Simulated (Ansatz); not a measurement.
The structure below was relaxed with Kohn–Sham DFT with the r2SCAN functional, run in Ansatz (a program for electronic structure) with PAW and 500 eV plane waves, no spin-orbit coupling, at pressure 4.5 GPa.

Space group Fm-3m (No. 225); a = b = c = 4.087 Å, α = β = γ = 90.00°

| atom | site | symmetry | x | y | z |
|---|---|---|---|---|---|
| Au | 4a | m-3m | 0.0000 | 0.0000 | 0.0000 |

Problem. Write out a cell with all atoms.

Solution. 
```cif
data_Au4
_chemical_formula_sum 'Au4'
_space_group_name_H-M_alt 'P 1'
_space_group_IT_number 1
_cell_length_a 4.08660
_cell_length_b 4.08660
_cell_length_c 4.08660
_cell_angle_alpha 90.000
_cell_angle_beta 90.000
_cell_angle_gamma 90.000
loop_
_space_group_symop_operation_xyz
  'x, y, z'
loop_
_atom_site_label
_atom_site_type_symbol
_atom_site_fract_x
_atom_site_fract_y
_atom_site_fract_z
_atom_site_occupancy
Au1 Au 0.00000 0.00000 0.00000 1
Au2 Au 0.00000 0.50000 0.50000 1
Au3 Au 0.50000 0.00000 0.50000 1
Au4 Au 0.50000 0.50000 0.00000 1
```
This is the conventional cell.

Load acts through the strain it causes; cell and atoms are relaxed under it. Whether these cells are dynamically stable was not tested. The cell was made from Au in the fcc (Cu type) structure (space group Fm-3m, No. 225) by this change: pressure 4.5 GPa.
